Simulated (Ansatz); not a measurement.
**Sn, response to strain**

Take Sn in the diamond structure (space group Fd-3m, No. 227) as the base.

```xyz
2
Lattice="0.0000 3.2832 3.2832 3.2832 0.0000 3.2832 3.2832 3.2832 0.0000" Properties=species:S:1:pos:R:3 pbc="T T T"
Sn     0.0000     0.0000     0.0000
Sn     1.6416     1.6416     1.6416
```

Cartesian axes are those of the cell as printed.

Strains are applied to the cell and any free atomic positions relax; under biaxial strain the out-of-plane vector relaxes too.

All numbers come from Ansatz (a first-principles code) r2SCAN, without spin-orbit coupling.

Notes on the quantities. energy relative to the base: free energy F; pressure: mean of the normal stresses, compression positive.

```json
[
 {"case": "base", "energy relative to the base": "0 meV/atom", "volume per atom": "35.39 Å³", "pressure": "0.0 GPa"},
 {"case": "biaxial strain +0.42 %, plane normal [111], relaxed out of plane", "energy relative to the base": "+0.4 meV/atom", "volume per atom": "35.61 Å³", "pressure": "-0.3 GPa"},
 {"case": "biaxial strain +0.83 %, plane normal [111], relaxed out of plane", "energy relative to the base": "+1.4 meV/atom", "volume per atom": "35.82 Å³", "pressure": "-0.5 GPa"},
 {"case": "biaxial strain +1.25 %, plane normal [111], relaxed out of plane", "energy relative to the base": "…", "volume per atom": "…", "pressure": "…"},
 {"case": "biaxial strain +1.67 %, plane normal [111], relaxed out of plane", "energy relative to the base": "+5.5 meV/atom", "volume per atom": "36.26 Å³", "pressure": "-1.0 GPa"},
 {"case": "biaxial strain +2.08 %, plane normal [111], relaxed out of plane", "energy relative to the base": "+8.4 meV/atom", "volume per atom": "36.48 Å³", "pressure": "-1.2 GPa"},
 {"case": "biaxial strain +2.50 %, plane normal [111], relaxed out of plane", "energy relative to the base": "+12 meV/atom", "volume per atom": "36.70 Å³", "pressure": "-1.4 GPa"}
]
```

Q: Fill in the withheld entries from the trend.

A: 
- biaxial strain +1.25 %, plane normal [111], relaxed out of plane, energy relative to the base: +3.1 meV/atom
- biaxial strain +1.25 %, plane normal [111], relaxed out of plane, volume per atom: 36.03 Å³
- biaxial strain +1.25 %, plane normal [111], relaxed out of plane, pressure: -0.7 GPa

Whether these cells are dynamically stable was not tested.
